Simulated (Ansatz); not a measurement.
Consider the following.

```yaml
crystal:
  lattice:
    - [-2.25758, 2.25758, 5.61969]
    - [2.25758, -2.25758, 5.61969]
    - [2.25758, 2.25758, -5.61969]
  atoms:
    - { symbol: Ba, position: [0.00000, 0.00000, 0.00000] }
    - { symbol: Al, position: [0.25000, 0.75000, 0.50000] }
    - { symbol: Al, position: [0.75000, 0.25000, 0.50000] }
    - { symbol: Al, position: [0.38178, 0.38178, 0.00000] }
    - { symbol: Al, position: [0.61822, 0.61822, 0.00000] }
```

The numbers are results of PBEsol, DFPT electron-phonon coupling, linearised Boltzmann equation (plane waves, PAW, scalar-relativistic; Ansatz, a program for electronic structure), not measurements. How the cell was made: relaxed with this functional, without spin-orbit coupling.

### Question
Predict the intrinsic resistivity at 300 K.

### Answer
18.3 (x), 18.3 (y), 48 (z) μΩ·cm.

A metal at this level (no band gap). Only scattering by harmonic phonons is included (no impurities, grain boundaries, electron-electron scattering or thermal expansion). Spin-orbit coupling is left out. The run warned that the eigensolver left some states short of its tolerance. Halving the electron mesh (20x20x20) moves the resistivity by up to 13 % at 300 K. Smearing 0.20 eV; phonons on a 4x4x4 q mesh, which this run doesn't test.

Computed structure with no diffraction record at hand here (it may be known, metastable or hypothetical): BaAl4 (I4/mmm).
